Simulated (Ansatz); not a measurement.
Evanescent states of SiC (F-43m, zinc blende, 2 atoms a cell, 10.3 Å³ an atom) along the normal of (111)

The numbers are results of r2SCAN (plane waves, PAW; Ansatz, a program for electronic structure), not measurements.

No gap correction and no spin-orbit coupling; mid-gap is the computed energy nearest the middle.

Energies count from the valence-band top; κ is the least over a 12×12 mesh across the current.

```json
[
 {"E (eV)": "0.05", "κ (1/Å)": "0.051", "where": "Γ"},
 {"E (eV)": "0.15", "κ (1/Å)": "0.088", "where": "Γ"},
 {"E (eV)": "0.25", "κ (1/Å)": "0.112", "where": "Γ"},
 {"E (eV)": "0.35", "κ (1/Å)": "0.132", "where": "Γ"},
 {"E (eV)": "0.45", "κ (1/Å)": "?", "where": "Γ"},
 {"E (eV)": "0.55", "κ (1/Å)": "?", "where": "Γ"},
 {"E (eV)": "0.65", "κ (1/Å)": "?", "where": "Γ"},
 {"E (eV)": "0.75", "κ (1/Å)": "?", "where": "Γ"},
 {"E (eV)": "0.85", "κ (1/Å)": "?", "where": "Γ"},
 {"E (eV)": "0.95", "κ (1/Å)": "?", "where": "Γ"},
 {"E (eV)": "1.05", "κ (1/Å)": "?", "where": "off Γ"},
 {"E (eV)": "1.15", "κ (1/Å)": "?", "where": "off Γ"},
 {"E (eV)": "1.25", "κ (1/Å)": "?", "where": "off Γ"},
 {"E (eV)": "1.35", "κ (1/Å)": "0.156", "where": "off Γ"},
 {"E (eV)": "1.45", "κ (1/Å)": "0.135", "where": "off Γ"},
 {"E (eV)": "1.55", "κ (1/Å)": "0.108", "where": "off Γ"},
 {"E (eV)": "1.65", "κ (1/Å)": "0.068", "where": "off Γ"}
]
```

**Question.** Complete the blanks.

**Answer.** 
- 0.45, κ (1/Å): 0.148
- 0.55, κ (1/Å): 0.163
- 0.65, κ (1/Å): 0.176
- 0.75, κ (1/Å): 0.187
- 0.85, κ (1/Å): 0.198
- 0.95, κ (1/Å): 0.208
- 1.05, κ (1/Å): 0.201
- 1.15, κ (1/Å): 0.188
- 1.25, κ (1/Å): 0.173
